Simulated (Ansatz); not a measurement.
Take HfN in the rock salt structure (space group Fm-3m, No. 225; a = 4.468 Å; relaxed with 0.1 eV smearing) as the base. Axes: x, y, z lie along the cube axes.

Computed with LDA in Ansatz (plane waves to 420 eV, PAW, no SOC).

It is then changed as follows: tensor shear ε_xy = +1.14 % (engineering shear γ = 0.0228); the atoms relax in the strained cell.

Question: How does this affect the energy relative to the base?

Answer: The energy goes up by 2.3 meV/atom.

Question: What happens to the stress?

Answer: The stress (xx, yy, zz, yz, xz, xy; compression positive) comes out as (0.1, 0.1, 0.0, 0.0, 0.0, -3.0) GPa.

Stability against distortions was not tested. The final runs are not spin-polarised. An odd electron count without spin: HfN.

Ansatz is a program for electronic structure.
